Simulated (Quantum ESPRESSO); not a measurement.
## Variants of one calculation on a sheet of TiTe₂ (3 atoms in the cell)

```xyz
3
Lattice="3.9889 0.0000 0.0000 -1.9945 3.4545 0.0000 0.0000 0.0000 17.1706" Properties=species:S:1:pos:R:3 pbc="T T T"
Ti     0.0000     0.0000     8.5853
Te     0.0000     2.3030    10.1706
Te     1.9945     1.1515     7.0000
```

Base run A: PBE, PseudoDojo standard norm-conserving (PBE) pseudopotentials in Quantum ESPRESSO 7.5, self-consistent single point.

Its settings: ecutwfc = 85 Ry; occupations = smearing; smearing = gauss; degauss = 0.0036749 Ry; potentials = {Ti: Ti.upf, Te: Te.upf}; K_POINTS = automatic 7 7 1 0 0 0; conv_thr = 1e-09 Ry; mixing_beta = 0.5.

The starting cell was generated: these elements placed on a structure prototype, without a prior relaxation; it need not be a known phase or ordering of this composition. Its lattice was rescaled in the plane by a random factor within 2.5 % of one. Spin polarisation is off, so a magnetic state, if there is one, cannot be reached.

ΔF is the free energy per atom less that of run A. A dash stands where there is no value to compare (another energy zero or no entropy term, no result, no spin, no clean gap, or a mesh too coarse for one). Total energies depend on the potentials, the functional and any Hubbard or dispersion term, so they are compared only between runs that share all of them.

Run A gave: largest force (eV/Å) 0.390; k-points 8.

Runs:
- B: degauss: 0.0036749 Ry → 0.02205 Ry; K_POINTS: automatic 7 7 1 0 0 0 → automatic 4 4 1 0 0 0
- C: degauss: 0.0036749 Ry → 0.0147 Ry
- D: ecutrho: default → 1020 Ry
- E: parallel starting moments (0.25 0 0 μB); nspin: default → 2
- F: vdw_corr: default → grimme-d3; dftd3_version: default → 3; dftd3_threebody: default → false [PBE-D3(0)]
- G: mixing_mode: default → TF
- H: input_dft: default → b86bpbe [B86bPBE]
- I: mixing_ndim: default → 4

Q: What does run C change against A?

A: The free energy goes down by 4.0 meV/atom and the largest force hardly changes (0.390 to 0.383 eV/Å).

```
run  ΔF (meV/atom)  largest force (eV/Å)  k-points
---  -------------  --------------------  --------
A             0.00                 0.390         8
B              9.0                 0.437         4
C             -4.0                 0.383         8
D             0.00                 0.390         8
E            -0.08                 0.390         8
F                –                 0.409         8
G             0.00                 0.390         8
H                –                 0.436         8
I             0.00                 0.390         8
```
